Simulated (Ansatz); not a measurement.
SiO₂ (P4₁2₁2, No. 92)

Method: PBE (Ansatz, an electronic-structure program, plane waves, PAW).

Run with plane-wave cutoff 520 eV, 8×8×6 k mesh (along the axes of the cell as run), Fermi–Dirac smearing 0.01 eV, scalar-relativistic PAW data made under PBE.

Cell: measured lattice: a = 4.971 Å, b = 4.971 Å, c = 6.928 Å, α = 90.00°, β = 90.00°, γ = 90.00°.

```
Quantity             Value
--------  ----------------
band gap  5.80 eV (direct)
```

Note: cell and atoms aren't relaxed at this level (largest force component 0.42 eV/Å, pressure 7.8 GPa).

Computed values are for the static lattice.

Cost on a shared machine: very roughly 50 core-seconds.
